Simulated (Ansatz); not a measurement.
This Ansatz (an electronic-structure program) input is the reference run, MgSe in the rock salt structure (space group Fm-3m, No. 225), computed with r2SCAN/PAW in Ansatz, no spin-orbit coupling:

Ansatz 0.2 input:
```yaml
crystal:
  lattice:
    - [0, 2.7360797141, 2.7360797141]
    - [2.7360797141, 0, 2.7360797141]
    - [2.7360797141, 2.7360797141, 0]
  atoms:
    - { symbol: Se, position: [0, 0, 0] }
    - { symbol: Mg, position: [0.5, 0.5, 0.5] }
basis: { ecutwfc: 500, ecutrho_ratio: 4, xc_grid: 4, fft_grid_basis: typed }
kpoints: { mp_grid: { grid: [10, 10, 10] } }
hamiltonian:
  xc: r2scan
  dispersion: none
  pseudopotentials: { kind: paw }
scf: { occupations: { method: fermi_dirac, width: 0.05 }, convergence: { dr2_threshold: 0.0000000002 } }
output: { forces: true, stress: true }
checkpoint: { write: state.ck, write_every: 1000 }
```

Task: Write the input for this change: the cell is scaled by 0.9854 in all directions, atoms relaxed at fixed cell.

Result: 
Ansatz 0.2 input:
```yaml
crystal:
  lattice:
    - [0, 2.6961329503, 2.6961329503]
    - [2.6961329503, 0, 2.6961329503]
    - [2.6961329503, 2.6961329503, 0]
  atoms:
    - { symbol: Se, position: [0, 0, 0] }
    - { symbol: Mg, position: [0.5, 0.5, 0.5] }
basis: { ecutwfc: 500, ecutrho_ratio: 4, xc_grid: 4, fft_grid_basis: typed }
kpoints: { mp_grid: { grid: [10, 10, 10] } }
hamiltonian:
  xc: r2scan
  dispersion: none
  pseudopotentials: { kind: paw }
scf: { occupations: { method: fermi_dirac, width: 0.05 }, convergence: { dr2_threshold: 0.0000000002 } }
relax: { f_tol: 0.005, max_steps: 50 }
output: { forces: true, stress: true }
checkpoint: { write: state.ck, write_every: 1000 }
```
This is the input that was run.

The cells carry an imposed strain or load. No phonon test of stability was made.
